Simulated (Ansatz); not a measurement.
# A computed series for AlN: pressure series

Take AlN in the zinc blende structure (space group F-43m, No. 216; a = 4.3698 Å) as the base.

Cell and atoms are relaxed at each pressure.

Method: r2SCAN (Ansatz, an electronic-structure program, PAW, no spin-orbit coupling).

Two rows of this table had their results exchanged by mistake.

```tsv
pressure	volume per atom (Å³)	shortest distance (Å)	band gap
pressure −2 GPa	10.53	1.898	3.93 eV
pressure −1 GPa	10.48	1.895	3.94 eV
pressure 0.3 GPa	10.42	1.891	3.94 eV
pressure 0.7 GPa	10.40	1.890	3.94 eV
pressure 1.5 GPa	10.36	1.888	3.95 eV
pressure 3 GPa	10.09	1.871	3.97 eV
pressure 5 GPa	10.20	1.878	3.96 eV
pressure 7.5 GPa	10.29	1.883	3.95 eV
pressure 10 GPa	9.98	1.865	3.98 eV
```

**Question.** Which two?

**Answer.** The rows for pressure 3 GPa and pressure 7.5 GPa: the volume has to fall steadily with pressure, so 10.29 Å³ belongs to pressure 3 GPa and 10.09 Å³ to pressure 7.5 GPa.

Load acts through the strain it causes; cell and atoms are relaxed under it. No phonon test of stability was made. Tetrahedral semiconductors of this kind turn to denser phases somewhere between about 1 and 50 GPa; those were not computed, so compressed cells here can lie past the real transition. This is not the structure that AlN has at room temperature and ambient pressure.
